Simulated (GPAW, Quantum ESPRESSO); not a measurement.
A GPAW input for a self-consistent single point of Na (Im-3m, 1 atom in the cell) (DFT PBEsol, plane waves, GPAW PAW datasets PBEsol (made by gpaw-setup)):

```python
from ase import Atoms
from ase.units import GPa
from gpaw import GPAW, PW, FermiDirac

atoms = Atoms(['Na'],
              cell=[[-2.130000, 2.130000, 2.130000],
                    [2.130000, -2.130000, 2.130000],
                    [2.130000, 2.130000, -2.130000]],
              positions=[[0.000000, 0.000000, 0.000000]],
              pbc=True)

calc = GPAW(mode=PW(800),
            xc='PBEsol',
            kpts=(9, 9, 9),
            occupations=FermiDirac(0.1),
            nbands=-5,
            symmetry={'symmorphic': False, 'tolerance': 0.0005},
            maxiter=150)

atoms.calc = calc

energy = atoms.get_potential_energy()
print('Energy (eV):', round(energy, 6))
forces = atoms.get_forces()
print('Forces (eV/Ang):')
print(forces.round(5))
stress = atoms.get_stress()
print('Stress (GPa, Voigt):', (stress / GPa).round(4))
```

Write the same calculation as an input for Quantum ESPRESSO.

One input that does it (others would too):

```fortran
&control
    calculation = 'scf'
    prefix = 'scf'
    outdir = './tmp/'
    pseudo_dir = './'
    tprnfor = .true.
    tstress = .true.
/
&system
    ibrav = 0
    nat = 1
    ntyp = 1
    ecutwfc = 40
    ecutrho = 320
    occupations = 'smearing'
    smearing = 'fermi-dirac'
    degauss = 0.0073499
    input_dft = 'pbesol'
/
&electrons
    conv_thr = 1.0d-10
/
ATOMIC_SPECIES
Na    22.9898  na_pbe_v1.5.uspp.F.UPF
ATOMIC_POSITIONS crystal
Na    0.000000000    0.000000000    0.000000000
K_POINTS automatic
9 9 9  0 0 0
CELL_PARAMETERS angstrom
  -2.130000000     2.130000000     2.130000000
   2.130000000    -2.130000000     2.130000000
   2.130000000     2.130000000    -2.130000000
```

Basis settings and potentials, where a program has them, do not carry over. This input uses DFT, PBEsol, plane waves, SSSP 1.1.2 efficiency (PBE) pseudopotentials. Both were run: pressure -0.44 GPa in GPAW and -0.44 in Quantum ESPRESSO.

On GPAW: the starting cell has typed, rounded lattice constants, without a prior relaxation at this level.

On Quantum ESPRESSO: the starting cell has typed, rounded lattice constants, without a prior relaxation at this level.
